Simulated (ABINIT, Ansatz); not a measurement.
An Ansatz (an electronic-structure program) input for a self-consistent single point of Na (Im-3m, 1 atom in the cell) (DFT, PBE, plane waves, default PAW files):

Ansatz 0.2 input:
```yaml
crystal:
  lattice:
    - [-2.08740000, 2.08740000, 2.08740000]
    - [2.08740000, -2.08740000, 2.08740000]
    - [2.08740000, 2.08740000, -2.08740000]
  atoms:
    - { symbol: Na, position_ang: [0.00000000, 0.00000000, 0.00000000] }
kpoints:
  mp_grid:
    grid: [9, 9, 9]
hamiltonian:
  xc: pbe
  pseudopotentials:
    kind: paw
scf:
  occupations:
    method: fermi_dirac
    width: 0.1 eV
output:
  forces: true
  eigenvalues: true
  stress: true
```

Question: Translate this input to ABINIT.

Answer: This is the input that was run; spellings and numerical settings could be chosen otherwise.

```
# Na, PseudoDojo nc-sr-05 PBE standard
pp_dirpath "./"
pseudos "Na.upf"
acell 3.6154828557 3.6154828557 3.6154828557 Angstrom
rprim
        -0.5773502692    0.5773502692    0.5773502692
         0.5773502692   -0.5773502692    0.5773502692
         0.5773502692    0.5773502692   -0.5773502692
natom 1
ntypat 1
znucl 11
typat 1
xred    0.0000000000    0.0000000000    0.0000000000
ecut 1197 eV
ixc 11
occopt 3
tsmear 0.00367493
nband 10
kptopt 1
ngkpt 9 9 9
nshiftk 1
shiftk 0 0 0
nstep 60
toldfe 1.0e-09
prtwf 0
prtden 0
enunit 2
```

Basis, cutoffs, solver keys and any potentials are the target program's own. This input uses DFT, PBE, plane waves, norm-conserving pseudopotentials (PseudoDojo nc-sr-05 PBE standard). Both were run: pressure 0.12 GPa in Ansatz and 0.14 in ABINIT. Ansatz's pressure is the one without its finite-basis correction.

On Ansatz: the starting cell has typed, rounded lattice constants, without a prior relaxation at this level. For this run, on top of that: lattice scaled by 0.98.

On ABINIT: the starting cell has typed, rounded lattice constants, without a prior relaxation at this level. For this run, on top of that: lattice scaled by 0.98.
